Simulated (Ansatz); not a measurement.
# Step by step: formation energy of the neutral 8 V_C in TiC (rock salt, Fm-3m)

Consider the formation energy of the neutral 8 V_C in TiC (rock salt, Fm-3m). Reaction: 32 TiC (rock salt) → cell A + 8 C (graphite).

A: a supercell of 64 sites of TiC (rock salt, Fm-3m) with eight empty C sites amid 6 Ti; the closest two of these centres are 3.0 Å apart, the farthest 7.4 Å; spin state with PBE: run without spin.

Setting: static, neutral cells in Ansatz (PAW) whose structures rest at the PBE+D3(BJ) level. Ansatz (a quantum-chemistry and plane-wave program) runs with its default PAW set. Other levels take these structures. The lattices are those relaxed with PBE+D3(BJ), so at other levels the solids can be strained, which adds to the spread. Larger cells are relaxed from a start prepared with the learned potential CHGNet, on a coarser mesh till forces fall under 0.03 eV/Å, which some starts already meet. A dispersion term (D3(BJ), or D4 for r2SCAN) was computed beside these levels and is taken off wherever the name lacks it. The PAW files were made for PBE and serve at the other functionals too. Space groups of crystals are read within 0.01 Å. The cell is small for its defects, so this is an ordered compound on the host's lattice rather than an isolated defect. The value holds for the reservoirs listed; other chemical potentials shift it.

Total energies of the cells in eV, at zero smearing width. They compare only within one column; the weights balance every element.

```tsv
cell	atoms	weight	r2SCAN	PBEsol
A: TiC:8 V_C	56	+1	-86229.38764	-85131.70200
C (graphite)	4	+2	-1006.66207	-986.75221
TiC (rock salt)	64	−1	-88256.46125	-87117.68344
```

r2SCAN: (-86229.38764) + 2 × (-1006.66207) − (-88256.46125) = 13.749 eV.

PBEsol: (-85131.70200) + 2 × (-986.75221) − (-87117.68344) = 12.477 eV.

What follows from the r2SCAN value: The value above is the C-rich limit, with C (graphite) as reservoir. The host forms with -0.99 eV/atom at this level, so before it gives way to its other element Δμ(C) can go down to -0.99 × 2 = -1.98 eV (other compounds may narrow the range). The defect releases 8 C, so the C-poor limit is 13.75 + 8 × (-1.98) = -2.09 eV.
